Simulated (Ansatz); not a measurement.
Functionals compared on the (100) surface of cubic SrTiO3 (a phase of room or higher temperature, not the 0 K ground state) in its 1x1 cell (cut with top plane O + Sr, bottom plane O + Sr), relaxed from an ideal cut (the real face may reconstruct), outermost plane spacing 1.97 Å in the ideal cut (one of several cuts of this face), with 1 Sr, 1 O a cell over the bulk's ratio, in Ansatz (plane waves, PAW). The structure was relaxed with PBE; the other rows are single points on it, each with its references at the same level. Cutoff 420 eV (500 eV for r2SCAN). HSE06 used the coarser mesh 4x4x1.

Slab: 17 atoms, O10Sr4Ti3, 11.8 Å thick at the start; k 7x7x1, smearing 0.025 eV, dipole-corrected; all atoms relaxed; held to the start's symmetry, so lower structures may exist; no spin, no spin-orbit, no U. These notes are the PBE run's.

```json
[
 {"functional": "PBE", "ionisation potential (eV)": "4.01", "rough cost of the single point": "–"},
 {"functional": "LDA", "ionisation potential (eV)": "4.38", "rough cost of the single point": "about 60 core-seconds (a rough figure)"},
 {"functional": "PBEsol", "ionisation potential (eV)": "4.07", "rough cost of the single point": "very roughly 60 core-seconds"},
 {"functional": "RPBE", "ionisation potential (eV)": "3.86", "rough cost of the single point": "about 60 core-seconds (a rough figure)"},
 {"functional": "r2SCAN", "ionisation potential (eV)": "4.20", "rough cost of the single point": "very roughly 110 core-seconds"},
 {"functional": "HSE06", "ionisation potential (eV)": "4.88", "rough cost of the single point": "about 10 core-minutes (a rough figure)"}
]
```

Ansatz is an electronic-structure program.
